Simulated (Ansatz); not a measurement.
By PBEsol, the system below comes out a metal.

Crystal: Sc (P6_3/mmc, hcp (Mg type), 2 atoms a cell, 25.0 Å³ an atom, -3 GPa at this level); planes in its conventional cell.

The numbers are results of PBEsol (plane waves, PAW; Ansatz, a program for electronic structure), not measurements.

Ballistic conductance counts the channels of both spins, as a mean over 0.1 eV about the Fermi level; spin-orbit coupling is left out.

```tsv
plane	area (Å²)	G/A (10¹⁵ S/m²)
(001)	9.4	1.2
(100)	17.6	?
```

Q: Some entries are withheld; supply them.

A: 
- (100), G/A (10¹⁵ S/m²): 0.65
